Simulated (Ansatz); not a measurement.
The parent structure is BaTiO3 (space group P4mm, No. 99; a = 3.985 Å, c = 4.201 Å).

(Cell as relaxed with PBE.)

Levels (all Ansatz, a quantum-chemistry and plane-wave program, PAW): PBE (420 eV, no spin-orbit coupling); r2SCAN (500 eV, no spin-orbit coupling).

Each level relaxes its own structure.

```csv
base,PBE,r2SCAN
volume per atom,13.35 Å³,12.98 Å³
lattice parameter a,3.985 Å,3.972 Å
band gap,1.84 eV,2.23 eV
```

Perturbation: hydrostatic tension (pressure −1 GPa).

```json
[
 {"quantity": "smallest direct gap", "PBE": "2.42 eV", "r2SCAN": "2.73 eV"},
 {"quantity": "band gap", "PBE": "1.84 eV", "r2SCAN": "2.22 eV"},
 {"quantity": "volume per atom", "PBE": "13.52 Å³", "r2SCAN": "13.10 Å³"}
]
```

PBE's smallest direct gap lies 0.31 eV below r2SCAN's; PBE's band gap lies 0.38 eV below r2SCAN's; PBE's volume per atom lies 0.42 Å³ above r2SCAN's (3.2 %). Neither level is exact; r2SCAN is the comparison here, not a measurement.

Load acts through the strain it causes; cell and atoms are relaxed under it. Whether these cells are dynamically stable was not tested. All final runs are without spin polarisation.
